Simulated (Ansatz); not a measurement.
Consider C in the diamond structure (space group Fd-3m, No. 227; a = 3.554 Å). Axes: x, y, z lie along the cube axes.

The change: the cell is compressed by 0.87 % along y with no lateral relaxation; the atoms relax in the strained cell.

Levels (all Ansatz, a program for electronic structure, PAW): PBEsol (420 eV, scalar-relativistic without spin-orbit coupling); r2SCAN (500 eV, without spin-orbit coupling).

The geometry is relaxed with PBEsol.

| Quantity | Value |
|---|---|
| PBEsol smallest direct gap | 5.44 eV |
| PBEsol band gap | 3.82 eV |
| PBEsol pressure | 4.00 GPa |

With r2SCAN at the same geometry, the smallest direct gap increases by 0.33 eV to 5.77 eV; the band gap grows by 0.335 eV (3.82 eV → 4.16 eV); the pressure rises by 2.58 GPa (4.00 GPa → 6.58 GPa).

Single points use the geometry relaxed with PBEsol. Their cutoffs differ, which shifts pressures a little. Stability against distortions was not tested.
